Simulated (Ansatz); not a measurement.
Start from B (space group I4_132, No. 214; a = 4.6330 Å; a hypothetical phase, not in the database extracts checked). Axes: x, y, z lie along the cube axes.

One thing is altered: biaxial strain −0.78 %, plane normal [110], relaxed out of plane (Cartesian); in-plane vectors clamped, the third vector and the atoms free.

Levels (all Ansatz, a first-principles code, PAW): PBEsol (420 eV, no spin-orbit coupling); r2SCAN (500 eV, spin-orbit coupling left out); HSE06 (420 eV, without spin-orbit coupling).

At the geometry relaxed with PBEsol, these levels gave the following band gaps, in shuffled order: (a) 2.39 eV, (b) 1.36 eV, (c) 1.72 eV.

Q: Match each gap to its level.

A: (a) HSE06; (b) PBEsol; (c) r2SCAN.

Single points use the geometry relaxed with PBEsol. HSE06 gaps are upper bounds (no full band path). Stability against distortions was not tested.
